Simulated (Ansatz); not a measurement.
## zinc-blende GaSb: the defect C on the Sb site + 1 H

The numbers are results of PBE, PAW (plane waves to 420 eV; Ansatz, a quantum-chemistry and plane-wave program), not measurements. Cell and caveats: 64-site cell; 2×2×2 shifted k-points; start: the Sb site; H at the bond centre; no spin–orbit coupling; the functional closes the host's gap; not converged in cell size.

Neighbours after relaxation, in Å: of the C atom: H 1.11, Ga 2.07, Ga 2.07, Ga 2.07; of the H atom: C 1.11, Ga 2.58, Ga 2.58, Ga 2.58, Ga 2.60.

The name describes the start; the neighbours show where the atoms ended.

```csv
charge,moment (μB),largest move off a lattice site (Å)
0,not spin-polarised,0.61
```

No other site or start that was run ended lower by more than 0.1 eV.
